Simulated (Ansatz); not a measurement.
# Point defects in MoP

Take a 16-atom supercell of MoP (space group P-6m2, No. 187; a = 3.206 Å, c = 3.174 Å) at its relaxed geometry as the base.

One neutral defect a cell, atoms relaxed at fixed cell.

The values are results of Kohn–Sham DFT with the PBEsol functional, run in Ansatz (an electronic-structure program) with PAW and 420 eV plane waves, no spin-orbit coupling, not measurements.

Candidates:
(a) H interstitial (started 1.93 Å from the nearest host atom)
(b) Pt on a Mo site
(c) Sb on a P site

Before the change:

* **Pressure**: 0.0 GPa

### Question
Order them by pressure, highest first.

### Answer
(c) Sb on a P site (11.0 GPa), (b) Pt on a Mo site (2.9 GPa), (a) H interstitial (started 1.93 Å from the nearest host atom) (2.6 GPa)

The cell is small, so the values are those of an ordered compound at a high defect concentration; dilute-limit values will differ. All final runs are without spin polarisation. An odd electron count without spin: Mo8P8H and MoP.
